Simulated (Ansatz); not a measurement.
Short convergence ladders for CaPd (Pm-3m, 2 atoms in the cell)

```
CELL_PARAMETERS angstrom
      3.51621     0.00000     0.00000
      0.00000     3.51621     0.00000
      0.00000     0.00000     3.51621
ATOMIC_POSITIONS crystal
  Ca 0.00000 0.00000 0.00000
  Pd 0.50000 0.50000 0.50000
```

Base method: LDA (PW92), default PAW files made with PBE (plane waves; Ansatz, a program for electronic structure).

Base settings: basis.ecutwfc = 420 eV; kpoints.mp_grid.grid = 9 9 9; hamiltonian.xc = lda; hamiltonian.pseudopotentials = {kind: paw} (the program's default PAW files); scf.occupations.method = fermi_dirac; scf.occupations.width = 0.1 eV.

Core times come from one kind of shared machine, to one figure; runs under 30 s give none.

**Zone-centre phonons against the mesh**

In this ladder: phonons.method = dfpt.

Frequencies are those of the unrelaxed cell, without the LO-TO term of polar crystals.

Only quantities that move along the ladder and can be compared are tabulated.

```tsv
kpoints.mp_grid.grid	highest zone-centre frequency (cm⁻¹)	core time / last (rough)
3 3 3	141.9	–
4 4 4	133.4	–
5 5 5	142.0	–
6 6 6	138.0	–
7 7 7	140.4	–
11 11 11	139.1	–
14 14 14	139.2	0.4
17 17 17	139.0	0.6
21 21 21	139.1	1
```

Coarsest kpoints.mp_grid.grid that holds the highest zone-centre frequency within 1 cm⁻¹ of the last step, with all finer ones: 11 11 11; the step before is off by 1.4 cm⁻¹.

**The q mesh of the phonons**

In this ladder: kpoints.mp_grid.grid = 12 12 12; phonons.method = dfpt.

Only quantities that move along the ladder and can be compared are tabulated.

Thermal sums run over frequencies interpolated from this q mesh.

```csv
phonons.qmesh,zero-point energy (meV/atom),vibrational free energy at 300 K (meV/atom),core time / last (rough)
1 1 1,17.46,-65.48,0.03
2 2 2,20.36,-60.30,0.2
3 3 3,20.16,-62.25,0.4
4 4 4,20.15,-62.15,1
```

Coarsest phonons.qmesh that holds the zero-point energy within 0.5 meV/atom of the last step, with all finer ones: 2 2 2, at about 0.2 of the last step's time; the step before is off by 2.7 meV/atom.

Coarsest phonons.qmesh that holds the vibrational free energy at 300 K within 0.5 meV/atom of the last step, with all finer ones: 3 3 3, at about 0.4 of the last step's time; the step before is off by 1.8 meV/atom.

On the base run: the starting cell comes from a database of computed structures (which also holds hypothetical and non-ambient phases and stackings), without a prior relaxation at this level. Its lattice was rescaled by up to half a per cent. Spin polarisation is off. In the base run, with a pressure of about -5 GPa the cell is away from its equilibrium volume at this level.

Keys are those of Ansatz 0.2.
